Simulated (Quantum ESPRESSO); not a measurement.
## Convergence series on Mo3Se2S4 (P3m1, 9 atoms in the cell)

```cif
data_Mo3S4Se2
_chemical_formula_sum 'Mo3 Se2 S4'
_space_group_name_H-M_alt 'P3m1'
_space_group_IT_number 156
_space_group_name_Hall 'P 3 -2"'
_cell_length_a 3.22651
_cell_length_b 3.22651
_cell_length_c 28.50315
_cell_angle_alpha 90.000
_cell_angle_beta 90.000
_cell_angle_gamma 120.000
loop_
_atom_site_label
_atom_site_type_symbol
_atom_site_symmetry_multiplicity
_atom_site_Wyckoff_symbol
_atom_site_fract_x
_atom_site_fract_y
_atom_site_fract_z
_atom_site_occupancy
Mo1 Mo 1 a 0.00000 0.00000 0.11634 1
Mo2 Mo 1 a 0.00000 0.00000 0.57830 1
Mo3 Mo 1 b 0.33333 0.66667 0.34630 1
Se1 Se 1 b 0.33333 0.66667 0.51912 1
Se2 Se 1 b 0.33333 0.66667 0.63747 1
S1 S 1 a 0.00000 0.00000 0.40029 1
S2 S 1 b 0.33333 0.66667 0.06235 1
S3 S 1 b 0.33333 0.66667 0.17035 1
S4 S 1 a 0.00000 0.00000 0.29231 1
```

Method: PBEsol, GBRV 1.5 ultrasoft (PBESOL) pseudopotentials (plane waves; Quantum ESPRESSO 7.5).

The starting cell comes from a database of computed structures (which also holds hypothetical and non-ambient phases and stackings), without a prior relaxation at this level. Another mesh or the band path of this cell gives a smaller gap, so this value is not converged in the mesh.

Held fixed: ecutwfc = 40 Ry; ecutrho = 320 Ry; occupations = fixed; potentials = {Mo: mo_pbesol_v1.uspp.F.UPF, Se: se_pbesol_v1.uspp.F.UPF, S: s_pbesol_v1.4.uspp.F.UPF}; nbnd = 41; conv_thr = 1e-10 Ry; mixing_beta = 0.7.

ΔF is the free energy per atom less that of the last row (automatic 11 11 2 0 0 0).

The series runs over K_POINTS = automatic 1 1 1 0 0 0; automatic 2 2 1 0 0 0; automatic 3 3 1 0 0 0; automatic 4 4 1 0 0 0; automatic 5 5 1 0 0 0; automatic 7 7 1 0 0 0; automatic 8 8 1 0 0 0; automatic 11 11 2 0 0 0.

**Question.** From which setting on does the largest force stay within 0.005 eV/Å of the last one?

**Answer.** From K_POINTS = automatic 5 5 1 0 0 0 on; the one before it is off by 0.017 eV/Å. The value it settles on is 0.190 eV/Å at this level of theory and with the other settings as held.

**Question.** From which setting on does the pressure stay within 0.5 GPa of the last one?

**Answer.** From K_POINTS = automatic 3 3 1 0 0 0 on; the one before it is off by 1.3 GPa. The value it settles on is -2.2 GPa at this level of theory and with the other settings as held.

```csv
K_POINTS,ΔF (meV/atom),pressure (GPa),largest force (eV/Å),gap on the mesh (eV),k-points,plane waves
automatic 1 1 1 0 0 0,2802.6,7.68,3.785,1.633,1,7429
automatic 2 2 1 0 0 0,281.0,-0.94,0.309,1.202,2,7436
automatic 3 3 1 0 0 0,-12.3,-2.46,0.377,0.677,3,7452
automatic 4 4 1 0 0 0,-18.7,-2.46,0.208,1.424,4,7436
automatic 5 5 1 0 0 0,0.42,-2.22,0.189,1.260,5,7440
automatic 7 7 1 0 0 0,-0.08,-2.24,0.191,1.155,8,7440
automatic 8 8 1 0 0 0,0.09,-2.24,0.190,1.073,10,7448
automatic 11 11 2 0 0 0,0.00,-2.24,0.190,0.962,32,7462
```

The gap is read on the k-point mesh of the run and can differ from the gap over the whole zone at this level.
